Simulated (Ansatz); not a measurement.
Base system: WSi2 (space group I4/mmm, No. 139; a = 3.1853 Å, c = 7.7731 Å; relaxed with 0.1 eV smearing). Axes: x, y, z lie along a, b, c of the conventional cell.

Computed with Kohn–Sham DFT with the LDA functional, run in Ansatz (a program for electronic structure) with PAW and 420 eV plane waves, scalar-relativistic without spin-orbit coupling.

Modification: uniaxial strain ε_zz = +2.00 %, all other strain components held at zero, atoms relaxed at fixed cell.

Problem. Predict the stress tensor and what it implies for the stiffness.

Solution. Stress of the strained cell less that of the base (GPa, compression positive):
```
   -2.0     0.0     0.0
    0.0    -2.0     0.0
    0.0     0.0   -10.3
```

Then −Δσ_ii/ε with ε = 0.0200 gives secant stiffness values (nonlinear terms included at this strain): C33 ≈ 515 GPa, C13 ≈ 99 GPa and C23 ≈ 99 GPa.

As a check, the harmonic strain energy −½ V₀ Δσ:ε is 8.5 meV/atom; the computed energy rise is 8.8 meV/atom.

Stability against distortions was not tested. All final runs are without spin polarisation.
